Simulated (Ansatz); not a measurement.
Worked example: self-consistent single point of Hf (P6_3/mmc, 2 atoms in the cell) in Ansatz (a quantum-chemistry and plane-wave program).

Method of the run: PBE, PAW files (plane waves; Ansatz).

The change in words: lattice scaled by 0.98. Reference geometry:
```
Hf
1.0
    1.57857    -2.73417     0.00000
    1.57857     2.73417     0.00000
    0.00000     0.00000     4.99798
Hf
2
Direct
  0.33333   0.66667   0.25000
  0.66667   0.33333   0.75000
```

Reference input (self-consistent single point, DFT, PBE, plane waves, PAW files): kpoints.mp_grid.grid = 8 8 5; hamiltonian.xc = pbe; hamiltonian.pseudopotentials = {kind: paw} (an earlier, softer set of the program's PAW files); scf.occupations.method = gaussian; scf.occupations.width = 0.0073 Ry. This run's input differs from it in these lines:

```diff
@@ -2,5 +2,5 @@
   lattice:
-    - [1.578572, -2.734166, 0.000000]
-    - [1.578572, 2.734166, 0.000000]
-    - [0.000000, 0.000000, 4.997985]
+    - [1.547001, -2.679483, 0.000000]
+    - [1.547001, 2.679483, 0.000000]
+    - [0.000000, 0.000000, 4.898025]
   atoms:
```

Output, abridged:

```
SCF iter   1: F=—  HF=-31444.453991 eV  |F-HF|=—  |Δ(HF+E_count)|=         —  Δρ=3.69e-2  dr2=6.21e-1  ethr=3.10e-3  ⟨swp⟩=5.5  Hψ=3360  notcnv=0
all-band conjugate gradients solve this SCF's bands
preconditioner: auto → Resta (q_TF=auto, 2.843 Å⁻¹)
SCF iter   2: F=—  HF=-31444.310987 eV  |F-HF|=—  |Δ(HF+E_count)|=   1.43e-1  Δρ=2.13e-2  dr2=1.97e-1  ethr=1.19e-3  ⟨swp⟩=3.1  Hψ=1985  notcnv=0  defer=37
   [... lines left out ...]
SCF iter   4: F=—  HF=-31444.245511 eV  |F-HF|=—  |Δ(HF+E_count)|=   3.12e-2  Δρ=3.15e-3  dr2=2.04e-3  ethr=5.94e-5  ⟨swp⟩=2.0  Hψ=1846  notcnv=0  defer=37
SCF iter   5: F=—  HF=-31444.246119 eV  |F-HF|=—  |Δ(HF+E_count)|=   6.09e-4  Δρ=5.08e-4  dr2=9.97e-5  ethr=3.92e-6  ⟨swp⟩=2.4  Hψ=1427  notcnv=0  defer=37
SCF iter   6: F=—  HF=-31444.246197 eV  |F-HF|=—  |Δ(HF+E_count)|=   7.73e-5  Δρ=8.21e-5  dr2=1.22e-6  ethr=1.92e-7  ⟨swp⟩=2.1  Hψ=1713  notcnv=0  defer=37
SCF iter   7: F=-31444.246177 eV  HF=-31444.246177 eV  |F-HF|=8.51e-10  |Δ(HF+E_count)|=   1.95e-5  Δρ=1.66e-5  dr2=7.44e-8  ethr=1.92e-10  ⟨swp⟩=12.6  Hψ=6253  notcnv=0
SCF 1 converged in 7 iterations: F = -31444.246177 eV  dr2 = 7.44e-8
Free energy (F): -31444.246177 eV
Internal energy: -31444.237380 eV  (E = F + TS)
E sigma→0 (E₀):  -31444.241779 eV
Entropy (-TS):   -0.008797 eV (-4.398 meV/atom)
Fermi energy:    20.275240 eV
--- Forces (eV/Å), atoms counted from 1 ---
  atom   1  Hf     0.00000000    -0.00000000     0.00000000
  atom   2  Hf     0.00000000     0.00000000    -0.00000000
--- Stress (GPa, compression-positive) ---
       13.323866       0.000000      -0.000000
       -0.000000      13.323866      -0.000000
       -0.000000      -0.000000      14.247992
  P = ⅓ Tr σ = 13.6319 GPa (136.319 kbar)
  The stress holds the Pulay correction. Without it, at fixed plane waves, as pw.x and ABINIT print it: P = 13.5759 GPa
```

The run converged in 7 iterations. Against the reference run the free energy goes up by 73.3 meV/atom and the pressure goes from 5.24 to 13.63 GPa.

The starting cell has typed, rounded lattice constants, without a prior relaxation at this level. Its lattice was rescaled by a random factor within 2.5 % of one. For this run, on top of that: lattice scaled by 0.98. With a pressure of about 14 GPa the cell is away from its equilibrium volume at this level. Ansatz's pressure includes its estimate of the finite-basis (Pulay) stress.

Keys are those of Ansatz 0.2.
